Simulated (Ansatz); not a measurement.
The starting structures come from a database of crystals and need not be the phases stable at ambient conditions.

The decay constant κ of evanescent states in the gap governs leakage through a thin film.

Consider the following.

```
CELL_PARAMETERS angstrom
      4.43833     0.00000     0.00000
      0.20669     6.34604     0.00000
      0.10335     3.17302     3.10162
ATOMIC_POSITIONS crystal
  K  0.99167 0.99167 0.00000
  I  0.49315 0.49315 0.00000
  O  0.45458 0.45459 0.44632
  O  0.45458 0.90091 0.55368
  O  0.90091 0.45459 0.00000
```

Space group of this cell: R3m. The cell is taken as given; by PBEsol its mean pressure is 1.3 GPa.

Transport runs along the normal of the first two printed cell vectors, the (110) plane of the conventional cell.

The gap is the functional's own. No spin-orbit coupling. Mid-gap values are interpolated on the energy grid.

Predict the band gap and the smallest decay constant κ at mid-gap from PBEsol (Ansatz, an electronic-structure program).

Gap 2.45 eV on a 10×10×10 mesh; κ = 0.283 1/Å, at (0.500, 0.000) of the in-plane reciprocal vectors. At the zone centre, at the nearest computed energy, the slowest state has κ = 0.34 1/Å.
